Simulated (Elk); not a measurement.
Band structure of YSe (Fm-3m, 2 atoms in the cell).

```xyz
2
Lattice="0.0000 2.8784 2.8784 2.8784 0.0000 2.8784 2.8784 2.8784 0.0000" Properties=species:S:1:pos:R:3 pbc="T T T"
Y      2.8784     2.8784     2.8784
Se     0.0000     0.0000     0.0000
```

Method: PBEsol, all-electron FP-LAPW, Elk's shipped species files, APW+lo basis with extra local orbitals in Elk.

Settings: xctype = 22; rgkmax = 7.5; stype = 0; swidth = 0.00734986 Ha; ngridk = 8 8 8; gmaxvr = 18 1/bohr; lmaxapw = 10; lmaxo = 8; nxlo = 2; lorbcnd = true; lradstp = 2; nrmtscf = 2; lmaxi = 4.

The starting cell comes from a database of computed structures (which also holds hypothetical and non-ambient phases and stackings), without a prior relaxation at this level. Values depend on the basis (sphere radii, cutoffs, local orbitals), which need not be converged.

Levels in eV from the Fermi level, bands 10 to 17:
| point | 10 | 11 | 12 | 13 | 14 | 15 | 16 | 17 |
|---|---|---|---|---|---|---|---|---|
| Γ | -15.11 | -2.99 | -2.99 | -2.99 | -0.20 | -0.20 | -0.20 | 0.57 |
| X | -14.52 | -5.43 | -3.86 | -3.86 | -2.12 | 1.66 | 2.38 | 3.15 |
| W | -14.32 | -5.12 | -5.03 | -5.03 | 0.82 | 0.82 | 2.24 | 2.85 |
| K | -14.34 | -5.33 | -5.25 | -4.38 | -0.53 | 2.58 | 2.65 | 2.82 |
| L | -14.08 | -6.81 | -4.82 | -4.82 | 1.66 | 2.27 | 2.27 | 2.33 |
| U | -14.34 | -5.33 | -5.25 | -4.38 | -0.53 | 2.58 | 2.65 | 2.82 |

Bands cross the Fermi level along this path, so the cell is metallic at this level.
